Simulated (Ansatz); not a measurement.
# Amorphous Si₁₀₈Ge₃₆

A CHGNet melt-quench gave the starting glass, which DFT then relaxed. The hot cell started wider than the set density and was brought back towards it in steps. It is the lowest in DFT energy of 8 quenches. It is a model cell: composition and starting density were chosen by hand, and all elements were melted together. No dispersion term was used.

Level of theory: PBE, scalar-relativistic without spin-orbit coupling (plane waves to 420 eV, PAW; Ansatz, a quantum-chemistry and plane-wave program). Geometry, pressure, stress and energy are those of the PBE run. Its sampling: a 2×2×2 Γ-centred mesh; Fermi-Dirac width 0.05 eV; no spin polarisation. The levels at the Fermi energy are partly filled. A closed spacing in one fast-quenched cell at PBE doesn't show the material to be a metal.

```yaml
number_of_atoms_in_the_cell: 144
Density (volume relaxed, without dispersion): 3.10 g/cm³
volume_per_atom: 20.98 Å^3
Pressure on a 2×2×2 Γ-centred mesh: -0.4 kbar
Largest force and stress component on that mesh (the relaxation ran on the zone centre alone): 0.18 eV/Å and 0.3 GPa
Energy relative to silicon + germanium (lowest mix at this level among the phases computed, not always the ambient ones): 0.270 eV/atom
Gap on a 2×2×2 Γ-centred mesh (PBE): within the smearing (under twice its width)
```

Cut-offs for bonds: Si-Si 2.72 Å, Si-Ge 2.80 Å, Ge-Ge 2.85 Å.

The mean coordination of Si comes out as 4.07 (2 with 3, 96 with 4, 10 with 5). The mean coordination of Ge is 3.94 (4 with 3, 30 with 4, 2 with 5). The mean Si-Si bond is 2.387 Å (spread 0.058 Å, 172 counted). The mean Si-Ge bond is 2.481 Å (spread 0.079 Å, 96 counted).

Its density started from a set value of 3.15 g/cm³. The simulated quench (nominally 63 K/ps over its main leg) is rapid and tends to freeze in more defects than a deposited or slowly cooled glass has. Values belong to this one cell and scatter from quench to quench. Volume and shape were free in the relaxation. On a 2×2×2 Γ-centred mesh force components of up to 0.18 eV/Å stay, since the relaxation ran on the zone centre alone.
